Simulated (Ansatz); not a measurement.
The starting structures come from a database of crystals and need not be the phases stable at ambient conditions.

By PBEsol, the system below comes out a metal.

Here is the system:

```
YB12
1.0
    5.29729     0.00000     0.00000
   -2.64865     4.58759     0.00000
    2.64865     1.52920     4.32522
Y B
1 12
Direct
  0.00000   0.00000   0.00000
  0.33788   0.83788   0.16212
  0.66212   0.16212   0.83788
  0.33788   0.50000   0.16212
  0.66212   0.50000   0.83788
  0.33788   0.50000   0.50000
  0.66212   0.50000   0.50000
  0.33788   0.83788   0.50000
  0.66212   0.16212   0.50000
  0.00000   0.50000   0.16212
  0.00000   0.50000   0.83788
  0.00000   0.83788   0.50000
  0.00000   0.16212   0.50000
```

Space group of this cell: Fm-3m. The cell is taken as given; by PBEsol its mean pressure is -3.0 GPa.

The current flows along the normal of the first two printed cell vectors, the (111) plane of the conventional cell. No spin-orbit coupling; the value is a mean over 0.1 eV about the Fermi level.

Q: Predict the ballistic conductance per area from PBEsol (Ansatz, a program for electronic structure).

A: 0.41 × 10¹⁵ S/m² for both spins.
